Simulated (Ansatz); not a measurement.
Start from SnS in the GeS type structure (space group Pnma, No. 62; a = 11.155 Å, b = 4.000 Å, c = 4.261 Å).

Calculations: PBE-D3(BJ) (Ansatz, a program for electronic structure; PAW; 420 eV plane waves; scalar-relativistic without spin-orbit coupling), earlier PAW set.

For the base:

The smallest direct gap comes out as 0.85 eV, the band gap comes out as 0.70 eV and the width of the top valence band comes out as 1.79 eV. The gap character is indirect, Γ–Z (83 % along) → Y–Γ (33 % along).

Now apply this change: an isotropic linear strain of +0.73 %; the atoms relax in the strained cell.

What does the calculation give for the smallest direct gap, largest internal atomic displacement, band gap, width of the top valence band and gap character after the change?

The smallest direct gap rises by 0.06 eV to 0.91 eV; the largest internal atomic displacement comes out as 0.019 Å; the band gap rises by 0.11 eV to 0.81 eV; the width of the top valence band drops by 0.13 eV, from 1.79 eV to 1.66 eV; the gap character stays indirect, Γ–Z (83 % along) → Y–Γ (33 % along).

No phonon test of stability was made.
